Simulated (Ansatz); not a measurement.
Start from MgS in the rock salt structure (space group Fm-3m, No. 225).

MgS has the cubic space group Fm-3m (No. 225), the rock salt structure, Pearson symbol cF8. Conventional cell: a = b = c = 5.2297 Å, α = β = γ = 90.00°. Mg on 4a is coordinated by 6 S at 2.615 Å (octahedral). S on 4b has 6 Mg at 2.615 Å (octahedral). (Neighbours: up to the widest gap in distance over summed covalent radii, below 1.35, at either atom; cation-cation and far metal-metal contacts left out.)
(The calculation used a cell of 2 atoms; values per cell refer to that cell.)

Method: PBE/PAW in Ansatz (a program for electronic structure), no spin-orbit coupling.

Strains are applied to the cell and any free atomic positions relax.

One change was made to it. Results:

The hole mass (degenerate bands, along [100]) becomes 0.24, 1.00, 1.00 mₑ (at Γ) (base: 0.25, 0.97, 0.97 mₑ (at Γ)); the smallest direct gap shrinks by 0.226 eV, from 3.60 eV to 3.38 eV; the energy goes up by 3.6 meV/atom; the electron mass goes from 0.52 mₑ along k, 0.29 mₑ across (at X) to 0.52 mₑ along k, 0.30 mₑ across (at X); the band gap shrinks by 0.065 eV (2.76 eV → 2.69 eV).

### Question
Which change produced these results?
(A) isotropic strain +1.50 %
(B) isotropic strain +3.00 %
(C) isotropic strain +1.00 %
(D) isotropic strain −2.00 %

### Answer
C, isotropic strain +1.00 %. For comparison, the energy relative to the base in the other runs: isotropic strain −2.00 % gives +16 meV/atom; isotropic strain +1.50 % gives +8.0 meV/atom; isotropic strain +3.00 % gives +30 meV/atom.

Masses are band curvatures over ±0.01 Å⁻¹ around the edge. Along k means along the line from Γ to the band edge. No phonon test of stability was made.
